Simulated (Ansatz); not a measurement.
We consider B₂O₃ (Cmc2₁, No. 36, 10 atoms in the cell; start mp-717; high-pressure phase), described by HSE06 (plane waves, PAW; Ansatz, a quantum-chemistry and plane-wave program).

Settings: plane-wave cutoff 460 eV, 6×6×6 k mesh, Fermi–Dirac smearing 0.01 eV, scalar-relativistic PAW data made under PBE.

Cell (relaxed with PBEsol):

```xyz
10
Lattice="3.9133 -2.3125 0.0000 3.9133 2.3125 0.0000 0.0000 0.0000 4.1350" Properties=species:S:1:pos:R:3 pbc="T T T"
B      1.2924     0.7345     2.3473
B      6.5341    -0.7345     0.2798
B      6.5341     0.7345     2.3473
B      1.2924    -0.7345     0.2798
O      3.9133    -1.1802     2.0676
O      3.9133     1.1802     0.0002
O      6.1876    -0.6026     1.7309
O      1.6389     0.6026     3.7984
O      1.6389    -0.6026     1.7309
O      6.1876     0.6026     3.7984
```

Problem. Give the computed band gap and smallest direct gap on the k points sampled.

Solution. 
- band gap = 10.61 eV (on the SCF k mesh) (indirect)
- smallest direct gap on the k points sampled = 10.84 eV

Note: cell and atoms aren't relaxed at this level (largest force component 0.17 eV/Å, pressure -3.2 GPa).

Computed values are for the static lattice.

A start named mp-… is a Materials Project structure, which need not be a measured phase.
